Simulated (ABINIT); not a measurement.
**Sensitivity of a calculation on Ti₂CN (R-3m, 4 atoms in the cell) to its settings**

```
Ti2CN
1.0
    1.51362     0.87389     4.95553
   -1.51362     0.87389     4.95553
    0.00000    -1.74778     4.95553
Ti C N
2 1 1
Direct
  0.74924   0.74924   0.74924
  0.25076   0.25076   0.25076
  0.00000   0.00000   0.00000
  0.50000   0.50000   0.50000
```

Base run A: PBEsol, norm-conserving pseudopotentials (PseudoDojo nc-sr-04 PBEsol standard) in ABINIT, self-consistent single point.

Its settings: pseudos = [Ti.upf, C.upf, N.upf]; ecut = 1143 eV; occopt = 3; tsmear = 0.00367493 Ha; ngkpt = 7 7 7; nshiftk = 1; shiftk = 0 0 0; potentials = PseudoDojo nc-sr-04 PBEsol standard; nband = 23; kptopt = 1; nstep = 60; tolvrs = 1e-10.

The starting cell comes from a database of computed structures (which also holds hypothetical and non-ambient phases and stackings), without a prior relaxation at this level. Spin polarisation is off; with an odd number of electrons in the cell that forces a metal, and a magnetic state may lie lower. In the base run, with a pressure of about -7 GPa the cell is away from its equilibrium volume at this level.

ΔF is the free energy per atom less that of run A. A dash stands where there is no value to compare (another energy zero or no entropy term, no result, no spin, no clean gap, or a mesh too coarse for one). Total energies depend on the potentials, the functional and any Hubbard or dispersion term, so they are compared only between runs that share all of them.

Run A gave: pressure (GPa) -6.58; largest force (eV/Å) 0.074; k-points 44.

Runs:
- B: tsmear: 0.00367493 Ha → 0.0110248 Ha
- C: tolvrs: 1e-10 → default; toldfe: default → 0.00037 Ha
- D: ngkpt: 7 7 7 → 6 6 6
- E: ecutsm: default → 0.1 Ha
- F: pseudos: [Ti.upf, C.upf, N.upf] → [Ti.GGA_PBE-JTH.xml, C.GGA_PBE-JTH.xml, N.GGA_PBE-JTH.xml]; ecut: 1143 eV → 816 eV; potentials: PseudoDojo nc-sr-04 PBEsol standard → JTH v2.0 PBE PAW; pawecutdg: default → 1633 eV; pawxcdev: default → 0; ixc: default → -116133
- G: tolvrs: 1e-10 → 1e-09
- H: npulayit: default → 20

Q: What does run F change against A?

A: The pressure goes from -6.58 to -6.01 GPa and the largest force goes from 0.074 to 0.083 eV/Å.

```
run  ΔF (meV/atom)  pressure (GPa)  largest force (eV/Å)  k-points
---  -------------  --------------  --------------------  --------
A             0.00           -6.58                 0.074        44
B            -40.2           -5.77                 0.096        44
C             0.01           -6.64                 0.055        44
D              2.6           -6.48                 0.090        32
E             0.00           -6.54                 0.074        44
F                –           -6.01                 0.083        44
G             0.00           -6.58                 0.074        44
H             0.00           -6.58                 0.074        44
```
